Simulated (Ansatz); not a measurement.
Take BC₅ (space group I-4m2, No. 119; a cell from a computed database, its experimental status unchecked) as the base.

```
BC5
1.0
   -1.24953     1.24953     5.68494
    1.24953    -1.24953     5.68494
    1.24953     1.24953    -5.68494
B C
1 5
Direct
  0.75000   0.25000   0.50000
  0.84402   0.84402   0.00000
  0.15598   0.15598   0.00000
  0.50000   0.50000   0.00000
  0.42006   0.92006   0.50000
  0.07994   0.57994   0.50000
```

Method: PBEsol (Ansatz, a quantum-chemistry and plane-wave program; PAW; 420 eV plane waves; no spin-orbit coupling).

Before the change:

The lattice parameter a is 2.499 Å and the c/a ratio is 4.550.

Now apply this change: a hydrostatic pressure of 1.5 GPa.

Q: What happens to the lattice parameter a and c/a ratio?

A: The lattice parameter a drops by 0.003 Å (2.499 Å → 2.496 Å); the c/a ratio stays 4.550.

Load acts through the strain it causes; cell and atoms are relaxed under it. Stability against distortions was not tested. All final runs are without spin polarisation. An odd electron count without spin: BC5.
